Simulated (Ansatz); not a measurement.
The starting structures come from a database of crystals and need not be the phases stable at ambient conditions.

By PBEsol, the system below comes out a metal.

The ballistic (Sharvin) conductance counts the channels at the Fermi level: G/A = (e²/h) × channels of both spins per area.

Here is the system:

```
In3SbTe2
1.0
    4.47375     0.00000     0.00000
    0.00000    13.02558     0.00000
    2.23687    -6.51279     3.12602
In Sb Te
3 1 2
Direct
  0.00000   0.00000   0.00000
  0.00000   0.66096   0.00000
  0.00000   0.33904   0.00000
  0.50000   0.50000   0.00000
  0.50000   0.17127   0.00000
  0.50000   0.82873   0.00000
```

Space group of this cell: Immm. The cell is taken as given; by PBEsol its mean pressure is -2.9 GPa.

The current flows along the normal of the first two printed cell vectors. No spin-orbit coupling; the value is a mean over 0.1 eV about the Fermi level.

Problem. Compute, with PBEsol (Ansatz, a quantum-chemistry and plane-wave program), the ballistic conductance per area.

Solution. 0.42 × 10¹⁵ S/m² for both spins.
